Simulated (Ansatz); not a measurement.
Take ZnGeP2 in the chalcopyrite structure (space group I-42d, No. 122; a = 5.4242 Å, c = 10.7095 Å) as the base.

Computed with PBEsol (Ansatz, a first-principles code), without spin-orbit coupling.

Carriers are added at fixed cell with a uniform background; the Fermi–Dirac width is that of 300 K.

One change was made to it. Results:

```tsv
quantity	base	after
Fermi level relative to the doped band's edge (positive inside the band; to 0.05 eV)	–	+0.70 eV
gap character	indirect, Γ → M–S (33 % along)	indirect, Γ → M–S (33 % along)
gap between the host's bands	1.07 eV	0.84 eV
```

Which of these changes matches the shifts?
A. electrons 3.0×10^21 cm⁻³
B. holes 3.0×10^21 cm⁻³
C. electrons 7.0×10^21 cm⁻³
D. electrons 1.0×10^22 cm⁻³

D, electrons 1.0×10^22 cm⁻³. For comparison, the gap between the host's bands in the other runs: electrons 3.0×10^21 cm⁻³ gives 1.00 eV; electrons 7.0×10^21 cm⁻³ gives 0.91 eV; holes 3.0×10^21 cm⁻³ gives 1.12 eV.

Carriers are added with a uniform compensating background; total energy and stress of such cells depend on the potential's zero and are not compared; many-body gap narrowing is missing at this level. No phonon test of stability was made.
